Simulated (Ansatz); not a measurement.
# Ru₃Al (model structure, started from the A15 type, Pm-3n, No. 223, 8 atoms in the cell): lattice parameter a by level of theory

No measured value is used here.

| level (code) | value (Å) |
|---|---|
| LDA (Ansatz) | 4.758 |
| PBE (Ansatz) | 4.842 |
| PBEsol (Ansatz) | 4.791 |

LDA, PBE, PBEsol: the run has no spin polarisation, so it can have missed a magnetic state. Ansatz's density-functional and Hartree–Fock values are scalar-relativistic unless marked +SOC, with PAW data made under PBE.

A model structure was made by putting elements into a prototype or built by hand; it is no filed structure, need not be a known phase, and can be a saddle point held by its symmetry.

Ansatz is a quantum-chemistry and plane-wave program.
